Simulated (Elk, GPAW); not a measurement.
A GPAW input for a self-consistent single point of CdSe (P6_3mc, 4 atoms in the cell) (DFT LDA (Perdew-Wang 92), plane waves, GPAW PAW datasets LDA (gpaw-data 1.0.1)):

```python
from ase import Atoms
from ase.units import GPa
from gpaw import GPAW

atoms = Atoms(['Cd', 'Cd', 'Se', 'Se'],
              cell=[[4.346090, 0.000000, 0.000000],
                    [-2.173045, 3.763824, 0.000000],
                    [0.000000, 0.000000, 7.089840]],
              scaled_positions=[[0.666667, 0.333333, 0.499950],
                                [0.333333, 0.666667, 0.999950],
                                [0.666667, 0.333333, 0.875910],
                                [0.333333, 0.666667, 0.375910]],
              pbc=True)

calc = GPAW(mode={'name': 'pw', 'ecut': 550},
            xc='LDA',
            kpts={'size': (7, 7, 4), 'gamma': True},
            occupations={'name': 'fermi-dirac', 'width': 0.0},
            nbands=-4,
            convergence={'density': 1e-05, 'energy': 1e-05, 'bands': -2},
            symmetry={'symmorphic': False, 'tolerance': 0.0005},
            maxiter=150)

atoms.calc = calc

energy = atoms.get_potential_energy()
print('Energy (eV):', round(energy, 6))
forces = atoms.get_forces()
print('Forces (eV/Ang):')
print(forces.round(5))
stress = atoms.get_stress()
print('Stress (GPa, Voigt):', (stress / GPa).round(4))
```

**Question.** Write the same calculation as an input for Elk.

**Answer.** One input that does it (others would too):

```
tasks
  0

rgkmax
  7.5

gmaxvr
  14.0

nxoapwlo
  1

rmtscf
  0.94

stype
  0

swidth
  0.0001

maxscl
  100

scale
  1.889726125

avec
    4.3460897996    0.0000000465    0.0000000000
   -2.1730449401    3.7638241503    0.0000000000
    0.0000000000    0.0000000000    7.0898400000

atoms
  2
  'Cd.in'
  2
  0.6666666667  0.3333333333  0.4999500000    0.0 0.0 0.0
  0.3333333333  0.6666666667  0.9999500000    0.0 0.0 0.0
  'Se.in'
  2
  0.6666666667  0.3333333333  0.8759100000    0.0 0.0 0.0
  0.3333333333  0.6666666667  0.3759100000    0.0 0.0 0.0

ngridk
  7 7 4
```

Basis settings and potentials, where a program has them, do not carry over. This input uses DFT, LDA (PW92), all-electron FP-LAPW, Elk's shipped species files, LAPW+lo basis. LDA parametrisations can differ slightly between programs. Both were run: gap on the mesh 0.319 eV in GPAW and 0.328 in Elk.

On Elk: the starting cell comes from a database of computed structures (which also holds hypothetical and non-ambient phases and stackings), without a prior relaxation at this level. Values depend on the basis (sphere radii, cutoffs, local orbitals), which need not be converged.

On GPAW: the starting cell comes from a database of computed structures (which also holds hypothetical and non-ambient phases and stackings), without a prior relaxation at this level. With a pressure of about -4 GPa the cell is away from its equilibrium volume at this level.
